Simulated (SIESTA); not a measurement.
Input and output of a self-consistent single point for InNi3N (Pm-3m, 5 atoms in the cell) (SIESTA).

Computed with LDA PW92, numerical atomic orbitals DZP, PseudoDojo LDA standard norm-conserving potentials (rewritten from UPF to PSML) (SIESTA 5.4.2).

The change in words: lattice scaled by 0.98. Reference geometry:
```xyz
5
Lattice="3.8399 0.0000 0.0000 0.0000 3.8399 0.0000 0.0000 0.0000 3.8399" Properties=species:S:1:pos:R:3 pbc="T T T"
In     0.0000     0.0000     0.0000
Ni     1.9199     1.9199     0.0000
Ni     0.0000     1.9199     1.9199
Ni     1.9199     0.0000     1.9199
N      1.9199     1.9199     1.9199
```

Reference input (self-consistent single point, DFT, LDA PW92, numerical atomic orbitals DZP, PseudoDojo LDA standard norm-conserving potentials (rewritten from UPF to PSML)): XC.functional = LDA; XC.authors = PW92; potentials = PseudoDojo LDA standard; PAO.BasisSize = DZP; PAO.EnergyShift = 0.01 Ry; MeshCutoff = 300 Ry; kgrid.MonkhorstPack = 9 9 9; OccupationFunction = MP; OccupationMPOrder = 0; ElectronicTemperature = 1160.45 K; MaxSCFIterations = 150; SCF.Mixer.Method = Pulay. This run's input differs from it in these lines:

```diff
@@ -11,3 +11,3 @@
 %endblock ChemicalSpeciesLabel
-LatticeConstant              3.839860 Ang
+LatticeConstant              3.763063 Ang
 %block LatticeVectors
@@ -20,6 +20,6 @@
      0.000000000    0.000000000    0.000000000  1
-     1.919930000    1.919930000    0.000000000  2
-     0.000000000    1.919930000    1.919930000  2
-     1.919930000    0.000000000    1.919930000  2
-     1.919930000    1.919930000    1.919930000  3
+     1.881531500    1.881531500    0.000000000  2
+     0.000000000    1.881531500    1.881531500  2
+     1.881531500    0.000000000    1.881531500  2
+     1.881531500    1.881531500    1.881531500  3
 %endblock AtomicCoordinatesAndAtomicSpecies
```

Output, abridged:

```
        iscf     Eharris(eV)        E_KS(eV)     FreeEng(eV)     dDmax    Ef(eV) dHmax(eV)
   scf:    1   -15709.024288   -15751.977301   -15751.986772  1.663567 -1.557562 15.206538
   scf:    2   -15772.895253   -15768.041599   -15768.050231  0.422242 -3.219214  3.551549
   scf:    3   -15768.545646   -15768.319694   -15768.328733  0.081471 -3.328107  2.344424
   scf:    4   -15768.599640   -15768.485097   -15768.495069  0.095711 -3.396624  0.195399
   scf:    5   -15768.489462   -15768.487621   -15768.497729  0.009681 -3.400844  0.051739
   [... 3 lines left out ...]
   scf:    9   -15768.488213   -15768.488213   -15768.498447  0.000188 -3.392361  0.001630
   scf:   10   -15768.488211   -15768.488212   -15768.498447  0.000193 -3.392587  0.002509
   scf:   11   -15768.488213   -15768.488212   -15768.498447  0.000057 -3.392561  0.001082
   scf:   12   -15768.488213   -15768.488213   -15768.498447  0.000045 -3.392535  0.000019
SCF Convergence by DM+H criterion
max |DM_out - DM_in|         :     0.0000450418
max |H_out - H_in|      (eV) :     0.0000186040
SCF cycle converged after 12 iterations

Using DM_out to compute the final energy and forces

siesta: E_KS(eV) =           -15768.4882

siesta: E_KS - E_eggbox =    -15768.4882

siesta: Atomic forces (eV/Ang):
     1    0.000000   -0.000000    0.000000
     2    0.000000    0.000000   -0.000000
     3   -0.000000    0.000000   -0.000000
     4   -0.000000    0.000000   -0.000000
     5   -0.000000   -0.000000    0.000000
   Tot   -0.000000    0.000000   -0.000000
   Max    0.000000
   Res    0.000000    sqrt( Sum f_i^2 / 3N )
   Max    0.000000    constrained

Stress tensor Voigt[x,y,z,yz,xz,xy] (kbar):      -20.47      -20.47      -20.47       -0.00       -0.00        0.00
   [... lines left out ...]
siesta: FreeEng =    -15768.498447
   [... lines left out ...]
siesta:    -0.012774    0.000000   -0.000000
siesta:     0.000000   -0.012774   -0.000000
siesta:    -0.000000   -0.000000   -0.012774

siesta: Cell volume =         53.287392 Ang**3

siesta: Pressure (static):
siesta:                Solid            Molecule  Units
siesta:           0.00013913          0.00013913  Ry/Bohr**3
siesta:           0.01277396          0.01277396  eV/Ang**3
siesta:          20.46613475         20.46613475  kBar
```

The run converged in 12 iterations. Against the reference run the free energy falls by 22.5 meV/atom and the pressure goes from -12.07 to 2.05 GPa.

The starting cell comes from a database of computed structures (which also holds hypothetical and non-ambient phases and stackings), without a prior relaxation at this level. For this run, on top of that: lattice scaled by 0.98. Spin polarisation is off, so a magnetic state, if there is one, cannot be reached. Values carry the incompleteness of an atom-centred basis.

Cost on one core of a shared machine: roughly 80 s.
